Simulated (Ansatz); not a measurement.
We consider BeTe (model structure, Fm-3m, No. 225, 2 atoms in the cell), described by PBEsol (plane waves, PAW; Ansatz, a first-principles code).

Settings: plane-wave cutoff 520 eV, 18×18×18 k mesh, Fermi–Dirac smearing 0.05 eV, scalar-relativistic PAW data made under PBE.

Cell (relaxed at this level):

```
BeTe
1.0
    0.00000     2.65099     2.65099
    2.65099     0.00000     2.65099
    2.65099     2.65099     0.00000
Be Te
1 1
Direct
  0.00000   0.00000   0.00000
  0.50000   0.50000   0.50000
```

Estimate the bulk modulus that the calculation returns.


- bulk modulus = 72.7 GPa

The run finds no gap.

Note: the bulk modulus is −V dP/dV from two relaxed cells at ±2 % in volume; the relaxation could raise the start's symmetry but not lower it, so the cell can be a saddle point.

Spin–orbit coupling is not included; it can open a gap where bands touch, and shift volumes and moduli.

The computed numbers hold no vibrational or temperature effects.

A model structure was made by putting elements into a prototype or built by hand; it is no filed structure, need not be a known phase, and can be a saddle point held by its symmetry.
